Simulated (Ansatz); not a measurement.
TiAs (P6₃/mmc, No. 194) was calculated with r²SCAN (PAW; Ansatz, an electronic-structure program).

Numerical settings: plane-wave cutoff 560 eV, 18×18×6 k mesh (along the axes of the cell as run), Fermi–Dirac smearing 0.05 eV, no spin polarisation, scalar-relativistic PAW data made under PBE.

Shape and atoms are relaxed at each volume.

Pressure at four volumes; x = ln(V/17.276 Å³). One pressure is withheld.

```json
[
 {"V (Å³/atom)": "16.585", "x": "-0.0408", "P (GPa)": "?"},
 {"V (Å³/atom)": "16.930", "x": "-0.0202", "P (GPa)": "2.67"},
 {"V (Å³/atom)": "17.276", "x": "0.0000", "P (GPa)": "0.01"},
 {"V (Å³/atom)": "17.967", "x": "0.0392", "P (GPa)": "-4.56"}
]
```

Problem. Pass a parabola P(x) through the three rows shown, estimate the bulk modulus and its pressure derivative near zero pressure, and predict the withheld pressure.

Solution. Slopes between the rows: (0.01 − (2.67))/(0.0000 − (-0.0202)) = -131.68 and (-4.56 − (0.01))/(0.0392 − (0.0000)) = -116.58 GPa. Their difference over the span 0.0594 is c = 15.10/0.0594 = 254.2 GPa, so P(x) = 2.67 + (-131.68)(x − (-0.0202)) + 254.2 (x − (-0.0202))(x − (0.0000)). At the middle row B = −dP/dx = −[-131.68 + 254.2 × 0.0202] = 126.5 GPa, and B′ = dB/dP = 2c/B = 4.0. At x = -0.0408 the parabola gives 5.60 GPa; the run gives 5.62 GPa. The Birch–Murnaghan fit to the energies at all volumes has B0 = 126 GPa and B′ = 4.2.
